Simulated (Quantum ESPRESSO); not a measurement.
**Variants of one calculation on Sn3Ru2 (P-4c2, 20 atoms in the cell)**

```
Sn3Ru2
1.0
    6.31801     0.00000     0.00000
    0.00000     6.31801     0.00000
    0.00000     0.00000    10.16042
Sn Ru
12 8
Direct
  0.22162   0.34191   0.08413
  0.34191   0.77838   0.91587
  0.77838   0.65809   0.08413
  0.65809   0.22162   0.91587
  0.77838   0.34191   0.58413
  0.65809   0.77838   0.41587
  0.22162   0.65809   0.58413
  0.34191   0.22162   0.41587
  0.82058   0.82058   0.75000
  0.82058   0.17942   0.25000
  0.17942   0.17942   0.75000
  0.17942   0.82058   0.25000
  0.50000   0.00000   0.12386
  0.00000   0.50000   0.87614
  0.50000   0.00000   0.62386
  0.00000   0.50000   0.37614
  0.00000   0.00000   0.50000
  0.00000   0.00000   0.00000
  0.50000   0.50000   0.25000
  0.50000   0.50000   0.75000
```

Base run A: PBEsol, GBRV 1.5 ultrasoft (PBESOL) pseudopotentials run with Quantum ESPRESSO, self-consistent single point.

Its settings: ecutwfc = 40 Ry; ecutrho = 320 Ry; occupations = smearing; smearing = cold; degauss = 0.0147 Ry; potentials = {Sn: sn_pbesol_v1.4.uspp.F.UPF, Ru: ru_pbesol_v1.2.uspp.F.UPF}; K_POINTS = automatic 3 3 2 1 1 1; conv_thr = 1e-10 Ry.

The starting cell comes from a database of computed structures (which also holds hypothetical and non-ambient phases and stackings), without a prior relaxation at this level. Its lattice was rescaled by a random factor within 2.5 % of one. Spin polarisation is off. In the base run, with a pressure of about -10 GPa the cell is away from its equilibrium volume at this level. Without a gap this mesh is coarse (it stands for a supercell whose shortest vector is 19 Å).

ΔF is the free energy per atom less that of run A. A dash stands where there is no value to compare (another energy zero or no entropy term, no result, no spin, no clean gap, or a mesh too coarse for one). Absolute energies have different zeros for different potentials, functionals, Hubbard and dispersion terms and are not compared across them.

Run A gave: pressure (GPa) -9.64; largest force (eV/Å) 0.148; k-points 3.

Runs:
- B: nbnd: default → 164
- C: K_POINTS: automatic 3 3 2 1 1 1 → automatic 2 2 2 1 1 1
- D: nosym: default → true
- E: vdw_corr: default → grimme-d3; dftd3_version: default → 4; dftd3_threebody: default → false [PBEsol-D3(BJ)]
- F: smearing: cold → fd; degauss: 0.0147 Ry → 0.0073499 Ry
- G: lattice scaled by 0.985
- H: mixing_beta: default → 0.6
- I: ecutwfc: 40 Ry → 85 Ry; ecutrho: 320 Ry → default; pseudopotentials: {Sn: sn_pbesol_v1.4.uspp.F.UPF, Ru: ru_pbesol_v1.2.uspp.F.UPF} → {Sn: Sn.upf, Ru: Ru.upf}
- J: mixing_ndim: default → 4
- K: conv_thr: 1e-10 Ry → 0.0001 Ry

Problem. What does run F change against A?

Solution. The free energy drops by 5.2 meV/atom, the pressure goes from -9.64 to -9.47 GPa and the largest force goes from 0.148 to 0.139 eV/Å.

Problem. What does run E change against A?

Solution. The pressure goes from -9.64 to -13.47 GPa and the largest force moves little (0.148 to 0.149 eV/Å).

```tsv
run	ΔF (meV/atom)	pressure (GPa)	largest force (eV/Å)	k-points
A	0.00	-9.64	0.148	3
B	0.00	-9.64	0.148	3
C	3.9	-9.39	0.133	1
D	0.00	-9.64	0.148	9
E	–	-13.47	0.149	3
F	-5.2	-9.47	0.139	3
G	-39.6	-4.39	0.073	3
H	0.00	-9.64	0.148	3
I	–	-9.47	0.146	3
J	0.00	-9.64	0.148	3
K	0.04	-9.45	0.217	3
```
